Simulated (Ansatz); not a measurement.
## Mo: stress against strain

Mo (bcc, Im-3m, 15.332 Å³/atom and stress up to 0.01 GPa in the relaxed cell) under an equal strain ε in the (001) plane with the normal axis free, as in a coherent film. PBEsol in Ansatz, a plane-wave DFT program (PAW, default set), 420 eV, 29×29×29 Γ-centred mesh, Fermi-Dirac smearing 0.10 eV. Stress is positive for a compressed cell.

Here s stands for strain and y for stress xx.

```
strain (%)  stress xx (GPa)
----------  ---------------
-1.50                  8.51
-1.00                  5.60
-0.50                  2.76
0.00                   0.00
0.50                  -2.68
1.00                  -5.26
1.50                  -7.74
3.00                      ?
```

The 7 complete rows are fitted with a straight line, y against s. Means: s 0, y 0.170. About the means, the sum of products is -37.955 and the sum of squares of s is 7.0000; the slope is their ratio. Least squares gives y = 0.170 - 5.4221·s. Residuals (row less fit): 0.207, 0.008, -0.121, -0.170, -0.139, -0.008, 0.223; standard error 0.176 (degrees of freedom: 5). The slope gives the biaxial elastic modulus of this plane = about 540 GPa.

Task: Estimate the missing y (s = 3.00); what did the run itself give?

Result: y = 0.170 - 5.4221 × 3.0 = -16.096 GPa. The calculation gives -14.58 GPa, 1.516 GPa above the prediction (6.6 % of the range of y in the table). The row lies outside the fitted rows, so this is an extrapolation. From the scatter of the fitted rows alone, a prediction at this place has a standard error of 0.275 GPa, so the miss is 5.5 times that.

A polynomial of degree 2 through the 12 other runs of the series gives -14.72 there, so most of the miss is curvature that the fit leaves out. In a metal these values are sensitive to mesh and smearing; energies are taken to zero smearing, stresses follow the free energy. Rows are the converged runs of the series near zero and its far end; series whose fitted rows scatter by over a few per cent of the range, as at a crossing or softening among them, aren't shown in this form, nor equations of state whose B0' disagrees with the runs' pressures. Most that stay on the fit to the last digits aren't either.
